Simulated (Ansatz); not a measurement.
Take Si in the diamond structure (space group Fd-3m, No. 227; a = 5.4443 Å) as the base.

Structures relaxed with r2SCAN in Ansatz (plane waves to 500 eV, PAW, no spin-orbit coupling).

Base:

Simulated powder pattern, Cu Kα1, λ = 1.54056 Å (kinematic, ideal powder, no thermal factors, no anomalous dispersion; the 10 strongest lines at most, above 2 %, up to 2θ = 90°):

| 2θ (°) | I/Imax (%) | hkl |
|---|---|---|
| 28.37 | 100 | (111) |
| 47.18 | 67 | (220) |
| 55.97 | 40 | (311) |
| 68.93 | 11 | (400) |
| 76.15 | 16 | (331) |
| 87.76 | 23 | (422) |

After one change:

Simulated powder pattern, Cu Kα1, λ = 1.54056 Å (kinematic, ideal powder, no thermal factors, no anomalous dispersion; the 10 strongest lines at most, above 2 %, up to 2θ = 90°):

| 2θ (°) | I/Imax (%) |
|---|---|
| 28.45 | 100 |
| 47.32 | 64 |
| 56.14 | 37 |
| 69.15 | 10 |
| 76.40 | 15 |
| 88.06 | 22 |

### Question
Which change produced these results?
(A) Si → Ir
(B) Si → P
(C) Si → Al

### Answer
B, Si → P. Its volume per atom is 20.01 Å³ against 20.17 Å³, and its space group is Fd-3m (No. 227).

No phonon test of stability was made. As relaxed here, P, Al and Ir are hypothetical phases, not in the database extracts checked. All final runs are without spin polarisation.

Ansatz is a program for electronic structure.
